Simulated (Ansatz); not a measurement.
A short convergence ladder for Al2Cu (I4/mmm, 3 atoms in the cell)

```
CELL_PARAMETERS angstrom
     -2.02018     2.02018     2.83684
      2.02018    -2.02018     2.83684
      2.02018     2.02018    -2.83684
ATOMIC_POSITIONS crystal
  Al 0.75000 0.25000 0.50000
  Al 0.25000 0.75000 0.50000
  Cu 0.50000 0.50000 0.00000
```

Base method: LDA (PW92), default PAW files made with PBE (plane waves; Ansatz, an electronic-structure program).

Base settings: basis.ecutwfc = 30.9 Ry; kpoints.mp_grid.grid = 11 11 11; hamiltonian.xc = lda; hamiltonian.pseudopotentials = {kind: paw} (the program's default PAW files); scf.occupations.method = gaussian; scf.occupations.width = 0.0073 Ry.

Core times come from one kind of shared machine, to one figure; runs under 30 s give none.

**Zone-centre phonons against the cutoff**

In this ladder: phonons.method = dfpt.

The mesh stays at the base's, so the ladder's end is converged at best in this setting alone.

Frequencies are those of the unrelaxed cell, without the LO-TO term of polar crystals.

Only quantities that move along the ladder and can be compared are tabulated.

| basis.ecutwfc | highest zone-centre frequency (cm⁻¹) | lowest optical frequency (cm⁻¹) | core time / last (rough) |
|---|---|---|---|
| 15.4 Ry | 284.3 | 272.9 | 0.2 |
| 18.4 Ry | 268.0 | 238.1 | 0.3 |
| 21.7 Ry | 284.9 | 256.2 | 0.3 |
| 26.1 Ry | 281.5 | 262.5 | 0.5 |
| 30.9 Ry | 280.9 | 261.7 | 0.6 |
| 37.1 Ry | 281.0 | 261.7 | 0.6 |
| 46.3 Ry | 281.0 | 261.7 | 1 |

Coarsest basis.ecutwfc that holds the lowest optical frequency within 2 cm⁻¹ of the last step, with all finer ones: 26.1 Ry; the step before is off by 5.5 cm⁻¹.

Coarsest basis.ecutwfc that holds the highest zone-centre frequency within 1 cm⁻¹ of the last step, with all finer ones: 26.1 Ry; the step before is off by 3.8 cm⁻¹.

On the base run: the starting cell comes from a database of computed structures (which also holds hypothetical and non-ambient phases and stackings), without a prior relaxation at this level. Its lattice was rescaled by up to half a per cent. Spin polarisation is off.

Keys are those of Ansatz 0.2.
